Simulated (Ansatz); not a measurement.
For β-phase InSe (model structure), PBE-D3(BJ) (Ansatz, a quantum-chemistry and plane-wave program, plane waves, PAW) gives:

```
Property              Result
------------------  --------
lattice constant a   4.032 Å
c axis length       16.768 Å
```

### Question
What does r²SCAN in Ansatz (plane waves, PAW) give for the same quantities?

### Answer

- lattice constant a: 4.043 Å (increases by 0.3 %)
- lattice parameter c: 17.438 Å (goes up by 4.0 %)

Changes are worked out from the printed values.

Unless a cell is named, each level is at its own relaxed cell (PBE-D3(BJ) 29.51, r²SCAN 30.86 Å³/atom).

Ansatz's density-functional and Hartree–Fock values are scalar-relativistic unless marked +SOC, with PAW data made under PBE.

A model structure was made by putting elements into a prototype or built by hand; it is no filed structure, need not be a known phase, and can be a saddle point held by its symmetry.
